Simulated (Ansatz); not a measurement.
Consider Cu₃N (space group Pm-3m, No. 221).

```
Cu3N
1.0
    3.76491     0.00000     0.00000
    0.00000     3.76491     0.00000
    0.00000     0.00000     3.76491
Cu N
3 1
Cartesian
  1.88246   0.00000   0.00000
  0.00000   1.88246   0.00000
  0.00000   0.00000   1.88246
  0.00000   0.00000   0.00000
```

Cartesian axes are those of the cell as printed.

All numbers come from DFT with PBEsol, PAW potentials and a 420 eV plane-wave cutoff in Ansatz (a quantum-chemistry and plane-wave program), no spin-orbit coupling.

Base values:

```
Item                              Value
-----------------------------  --------
Shortest interatomic distance  188.2 pm
Pressure                        0.0 GPa
Band gap                           zero
```

The change: biaxial strain +1.50 %, plane normal [111], relaxed out of plane (Cartesian); in-plane vectors clamped, the third vector and the atoms free.

Estimate the effect on the energy relative to the base.

The energy grows by 1.8 meV/atom.

What does the calculation give for the shortest interatomic distance after the change?

The shortest interatomic distance grows by 0.5 pm (188.2 pm → 188.7 pm).

What does the calculation give for the pressure after the change?

The pressure (mean of the normal stresses, compression positive) goes from zero to -0.9 GPa.

What happens to the band gap?

The band gap stays zero.

Stability against distortions was not tested. All final runs are without spin polarisation. Gaps under 0.05 eV, about the width of the smearing, are given as zero. The zero or small gap of Cu3N can change with the level of theory.
